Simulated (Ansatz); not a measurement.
We consider RuAl2 (I4/mmm, No. 139, 3 atoms in the cell; start mp-1009834), described by LDA in Ansatz (plane waves, PAW).

Settings: plane-wave cutoff 520 eV, 24×24×24 k mesh, Fermi–Dirac smearing 0.05 eV, no spin polarisation, scalar-relativistic PAW data made under PBE.

Cell (relaxed at this level):

```cif
data_Al4Ru2
_chemical_formula_sum 'Al4 Ru2'
_space_group_name_H-M_alt 'I4/mmm'
_space_group_IT_number 139
_space_group_name_Hall '-I 4 2'
_cell_length_a 3.09891
_cell_length_b 3.09891
_cell_length_c 8.35104
_cell_angle_alpha 90.000
_cell_angle_beta 90.000
_cell_angle_gamma 90.000
loop_
_atom_site_label
_atom_site_type_symbol
_atom_site_symmetry_multiplicity
_atom_site_Wyckoff_symbol
_atom_site_fract_x
_atom_site_fract_y
_atom_site_fract_z
_atom_site_occupancy
Al1 Al 4 e 0.00000 0.00000 0.34094 1
Ru1 Ru 2 a 0.00000 0.00000 0.00000 1
```
(The calculation used a cell of 3 atoms; values per cell refer to that cell.)

Task: Predict the bulk modulus B0.

Result: 
- bulk modulus B0 = 187 GPa

Note: the run has no spin polarisation, so it can have missed a magnetic state; the bulk modulus is −V dP/dV from two relaxed cells at ±2 % in volume; the relaxation could not lower the start's symmetry, so the cell can be a saddle point above a distorted one.

Computed values are for the static lattice.

It cost roughly 4 core-minutes of CPU time.

A start named mp-… is a Materials Project structure, which need not be a measured phase.

Ansatz is a first-principles code.
